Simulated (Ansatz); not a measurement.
Consider MoSi2 (space group I4/mmm, No. 139; a = 3.190 Å, c = 7.822 Å; relaxed with 0.1 eV smearing). Axes: x, y, z lie along a, b, c of the conventional cell.

The values are results of PBEsol/PAW in Ansatz (a quantum-chemistry and plane-wave program), no SOC, not measurements.

Now apply this change: the cell is compressed by 2.00 % along z with no lateral relaxation, atoms relaxed at fixed cell.

Question: Predict the stress tensor and what it implies for the stiffness.

Answer: Stress of the strained cell less that of the base (GPa, compression positive):
```
    2.0     0.0     0.0
    0.0     2.0     0.0
    0.0     0.0    11.4
```

Then −Δσ_ii/ε with ε = -0.0200 gives secant stiffness values (nonlinear terms included at this strain): C33 ≈ 569 GPa, C13 ≈ 102 GPa and C23 ≈ 102 GPa.

As a check, the harmonic strain energy −½ V₀ Δσ:ε is 9.4 meV/atom; the computed energy rise is 9.1 meV/atom.

Stability against distortions was not tested. The final runs are not spin-polarised.
